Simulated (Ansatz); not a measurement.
# What isotropic strain +3.11 % does to Ba

Take Ba in the bcc (W type) structure (space group Im-3m, No. 229; a = 5.0241 Å; relaxed with 0.1 eV smearing) as the base.

It is then changed as follows: every lattice vector is stretched by 3.11 %, atoms relaxed at fixed cell.

Computed with PBE (Ansatz, an electronic-structure program), no SOC. Γ-centred 19×19×19 mesh, Fermi–Dirac width 0.1 eV.

```json
[
 {"quantity": "volume per atom", "base": "63.41 Å³", "changed": "69.51 Å³", "shift": "+6.10 Å³"},
 {"quantity": "space group", "base": "Im-3m (No. 229)", "changed": "Im-3m (No. 229)", "shift": "–"},
 {"quantity": "shortest interatomic distance", "base": "4.351 Å", "changed": "4.486 Å", "shift": "+0.135 Å"},
 {"quantity": "energy relative to the base (free energy F)", "base": "0 meV/atom", "changed": "+14 meV/atom", "shift": "+14 meV/atom"},
 {"quantity": "pressure", "base": "0.0 GPa", "changed": "-0.7 GPa", "shift": "-0.7 GPa"},
 {"quantity": "band gap", "base": "zero", "changed": "zero", "shift": "–"}
]
```

Stability against distortions was not tested.
